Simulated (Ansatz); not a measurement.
Cost and result by functional for the surface energy of the (110) surface of zinc-blende CdTe in its 1x1 cell (cut with top plane Cd + Te, bottom plane Cd + Te), outermost plane spacing 2.34 Å in the ideal cut, in Ansatz (plane waves, PAW). Single points on the PBE structure, on one kind of machine; costs are rough ratios of the slab run's core time (references not counted) to the cheapest single point. r2SCAN's cost holds its higher cutoff (500 against 420 eV). Differences are taken against HSE06 for comparison alone: no measured value is at hand, so the table doesn't rank accuracy. HSE06 ran on a coarser k-mesh, which lowers its cost and carries part of its shift.

Slab: 12 atoms, Cd6Te6, 11.7 Å thick at the start; k 6x4x1, smearing 0.025 eV, dipole-corrected; all atoms relaxed; symmetry of the start imposed; no spin, no spin-orbit, no U. These notes are the PBE run's.

```json
[
 {"functional": "LDA", "relative cost": "1", "surface energy (J/m²)": "0.33", "less HSE06 (J/m²)": "0.15"},
 {"functional": "PBEsol", "relative cost": "1", "surface energy (J/m²)": "0.26", "less HSE06 (J/m²)": "0.08"},
 {"functional": "RPBE", "relative cost": "1", "surface energy (J/m²)": "0.12", "less HSE06 (J/m²)": "-0.06"},
 {"functional": "r2SCAN", "relative cost": "2", "surface energy (J/m²)": "0.27", "less HSE06 (J/m²)": "0.08"},
 {"functional": "HSE06", "relative cost": "9", "surface energy (J/m²)": "0.18", "less HSE06 (J/m²)": "0.00"},
 {"functional": "PBE (the relaxed run's value)", "relative cost": "–", "surface energy (J/m²)": "0.20", "less HSE06 (J/m²)": "0.02"}
]
```

The values span 0.21 J/m², while the single points' costs differ by a factor of roughly 9. Differences are of unrounded values.

Ansatz is a first-principles code.
